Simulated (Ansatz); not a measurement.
Input and output of a self-consistent single point for a (110) slab of PdPt (cut from a parent of space group no. 166; 12 atoms in the cell) (Ansatz, an electronic-structure program).

Method of the run: PBEsol, default PAW files made with PBE (plane waves; Ansatz).

The change in words: vacuum of 6 angstrom (first run: 14 Å); efield.axis: default → 3; efield.dipole_correction: default → true. Reference geometry:
```xyz
12
Lattice="5.5403 0.0000 0.0000 -2.7359 3.9053 0.0000 0.0000 0.0000 20.8824" Properties=species:S:1:pos:R:3 pbc="T T T"
Pd     0.0000     0.0000     7.0000
Pd    -1.3680     1.9526     8.3765
Pd     0.0000     0.0000     9.7530
Pd    -1.3680     1.9526    11.1294
Pd     0.0000     0.0000    12.5059
Pd    -1.3680     1.9526    13.8824
Pt     2.7701     0.0000     7.0000
Pt     1.4022     1.9526     8.3765
Pt     2.7701     0.0000     9.7530
Pt     1.4022     1.9526    11.1294
Pt     2.7701     0.0000    12.5059
Pt     1.4022     1.9526    13.8824
```

Reference input (self-consistent single point, DFT, PBEsol, plane waves, default PAW files made with PBE): basis.ecutwfc = 420 eV; kpoints.mp_grid.grid = 4 4 1; hamiltonian.xc = pbesol; hamiltonian.pseudopotentials = {kind: paw} (the program's default PAW files); scf.occupations.method = fermi_dirac; scf.occupations.width = 0.1 eV. This run's input differs from it in these lines:

Ansatz 0.2 input:
```diff
@@ -4,16 +4,16 @@
     - [-2.735903, 3.905291, 0.000000]
-    - [0.000000, 0.000000, 20.882414]
+    - [0.000000, 0.000000, 12.882426]
   atoms:
-    - { symbol: Pd, position: [0.000000, 0.000000, 0.335210] }
-    - { symbol: Pd, position: [0.000000, 0.500000, 0.401127] }
-    - { symbol: Pd, position: [0.000000, 0.000000, 0.467044] }
-    - { symbol: Pd, position: [0.000000, 0.500000, 0.532956] }
-    - { symbol: Pd, position: [0.000000, 0.000000, 0.598873] }
-    - { symbol: Pd, position: [0.000000, 0.500000, 0.664790] }
-    - { symbol: Pt, position: [0.500000, 0.000000, 0.335210] }
-    - { symbol: Pt, position: [0.500000, 0.500000, 0.401127] }
-    - { symbol: Pt, position: [0.500000, 0.000000, 0.467044] }
-    - { symbol: Pt, position: [0.500000, 0.500000, 0.532956] }
-    - { symbol: Pt, position: [0.500000, 0.000000, 0.598873] }
-    - { symbol: Pt, position: [0.500000, 0.500000, 0.664790] }
+    - { symbol: Pd, position: [0.000000, 0.000000, 0.232875] }
+    - { symbol: Pd, position: [0.000000, 0.500000, 0.339727] }
+    - { symbol: Pd, position: [0.000000, 0.000000, 0.446578] }
+    - { symbol: Pd, position: [0.000000, 0.500000, 0.553422] }
+    - { symbol: Pd, position: [0.000000, 0.000000, 0.660273] }
+    - { symbol: Pd, position: [0.000000, 0.500000, 0.767125] }
+    - { symbol: Pt, position: [0.500000, 0.000000, 0.232875] }
+    - { symbol: Pt, position: [0.500000, 0.500000, 0.339727] }
+    - { symbol: Pt, position: [0.500000, 0.000000, 0.446578] }
+    - { symbol: Pt, position: [0.500000, 0.500000, 0.553422] }
+    - { symbol: Pt, position: [0.500000, 0.000000, 0.660273] }
+    - { symbol: Pt, position: [0.500000, 0.500000, 0.767125] }
 basis:
@@ -25,2 +25,5 @@
   pseudopotentials: { kind: paw }
+efield:
+  axis: 3
+  dipole_correction: true
 scf:
@@ -30,3 +33,2 @@
   eigenvalues: true
-  stress: true
```

Output (repeated stretches shortened):

```
SCF iter   1: F=—  HF=-115737.468513 eV  |F-HF|=—  |Δ(HF+E_count)|=         —  Δρ=1.96e-2  dr2=5.29e0  ethr=1.77e-3  p=0.000 e·Å  D=2.65e-14 V/Å  ΔV_dip=-0.00 eV  dr2_dipole=3.18e-7  V_vac-E_F(+/−)=4.34/4.49 eV  ⟨swp⟩=6.3  Hψ=4601  notcnv=0  defer=42
all-band conjugate gradients solve this SCF's bands
efield: sawtooth ramp at fractional position 0.9500 (placed from the atoms, in the widest stretch of the axis that holds none …
   [... lines left out ...]
WARN: efield: at this solve's end the planar-averaged density reaches 3.32e-2 e/Å³ inside the ramp window [0.8724, 0.1276] (bound 1e-5 e/Å³) …
SCF 1 converged in 11 iterations: F = -115737.256792 eV  dr2 = 4.56e-8
Free energy (F): -115737.256792 eV
Internal energy: -115736.431518 eV  (E = F + TS)
E sigma→0 (E₀):  -115736.844155 eV
Entropy (-TS):   -0.825274 eV (-68.773 meV/atom)
Fermi energy:    11.838008 eV
Dipole field:    D = -0.000001 V/Å  (p = -0.000002 e·Å, saw-weighted, corrected)
Work function:   Φ+ = withheld (plateau slope 2.7e0 eV/Å)   Φ− = withheld (plateau slope 1.8e0 eV/Å)
Levels:          The Fermi level and band energies are counted from a zero that moves with the ramp; work functions are not
Vacuum region:   at the solve's end the planar-averaged density reaches 3.32e-2 e/Å³ inside the ramp window [0.8724, 0.1276] (bound 1e-5 e/Å³)
--- Forces (eV/Å), atoms counted from 1 ---
  atom   1  Pd     0.00000000     0.00000000     0.30839940
   [... lines left out ...]
  atom   6  Pd     0.00000000     0.00000000    -0.30839913
  atom   7  Pt     0.00000000     0.00000000     1.27803361
  atom   8  Pt     0.00000000     0.00000000    -0.58470760
  atom   9  Pt     0.00000000     0.00000000    -0.29277570
  atom  10  Pt     0.00000000     0.00000000     0.29277587
  atom  11  Pt     0.00000000     0.00000000     0.58470777
  atom  12  Pt     0.00000000     0.00000000    -1.27803297
```

The run converged in 11 iterations. Against the reference run the free energy goes down by 3.6 meV/atom and the largest force goes from 1.303 to 1.278 eV/Å.

The starting cell comes from a database of computed structures (which also holds hypothetical and non-ambient phases and stackings), without a prior relaxation at this level. The slab is cut from that crystal, and its faces are unrelaxed. Its lattice was rescaled by up to half a per cent. Spin polarisation is off. Forces in this geometry exceed 1 eV/Å.

Cost on one core of a shared machine: roughly 30 s.
